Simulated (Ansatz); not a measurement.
Given:

```
SrTiO3
1.0
    3.85418     0.07708     0.00000
    0.07708     3.85418     0.00000
    0.00000     0.00000     3.85418
Sr Ti O
1 1 3
Cartesian
  0.00000   0.00000   0.00000
  1.96563   1.96563   1.92709
  1.92709   0.03854   1.92709
  0.03854   1.92709   1.92709
  1.96563   1.96563   0.00000
```

No spin polarisation.

Computed with LDA/PAW in Ansatz (an electronic-structure program), spin-orbit coupling left out. Settings: 9×9×9 k-points, 0.05 eV Fermi–Dirac smearing.

### Question
What band gap does the calculation give?

### Answer
1.75 eV.

### Question
Predict the smallest direct gap.

### Answer
1.98 eV.

The cells carry an imposed strain or load. No phonon test of stability was made. All final runs are without spin polarisation. The cell was made from SrTiO₃ in the cubic perovskite structure (space group Pm-3m, No. 221) by this change: tensor shear ε_xy = +2.00 %. Many cubic perovskites are stable only at high temperature; tilts and polar distortions were not tested.
